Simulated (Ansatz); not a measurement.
# Pressure series in CoPtO2

Consider CoPtO$_{2}$ (space group R-3m, No. 166; non-magnetic).

```
CELL_PARAMETERS angstrom
      1.42684     0.82379     5.96805
     -1.42684     0.82379     5.96805
      0.00000    -1.64757     5.96805
ATOMIC_POSITIONS crystal
  Pt 0.00000 0.00000 0.00000
  Co 0.50000 0.50000 0.50000
  O  0.11235 0.11235 0.11235
  O  0.88765 0.88765 0.88765
```

Cell and atoms are relaxed at each pressure.

All numbers come from PBE (Ansatz, a first-principles code, PAW, no spin-orbit coupling).

```
pressure (GPa)  volume per atom (Å³/atom)
--------------  -------------------------
-2                                 10.618
-1                                      ?
0                                  10.522
0.3                                10.508
0.7                                10.490
1.5                                10.453
3                                  10.387
7.5                                10.203
10                                 10.108
```

Fit the third-order Birch–Murnaghan form P(V) = (3B₀/2)[(V₀/V)^(7/3) − (V₀/V)^(5/3)]·[1 + (3/4)(B₀′ − 4)((V₀/V)^(2/3) − 1)] (squares taken in P) to the rows shown and predict the withheld row.

Least squares on the printed values gives V₀ = 10.522 Å³/atom, B₀ = 225 GPa, B₀′ = 5.0; this predicts 10.569 Å³/atom, and the run gives 10.569 Å³/atom, in agreement.

Load acts through the strain it causes; cell and atoms are relaxed under it. Whether these cells are dynamically stable was not tested. No other phases were tried under pressure. Starting moments died away, wholly or in part, for the base; another magnetic solution may exist. No Hubbard U is applied and the magnetic state is the run's own (CoPtO2 not spin-polarised; CoPtO2 non-magnetic); other magnetic orders, which need larger cells, were not tried and can change the gap. All final runs are without spin polarisation. An odd electron count without spin: CoPtO2.
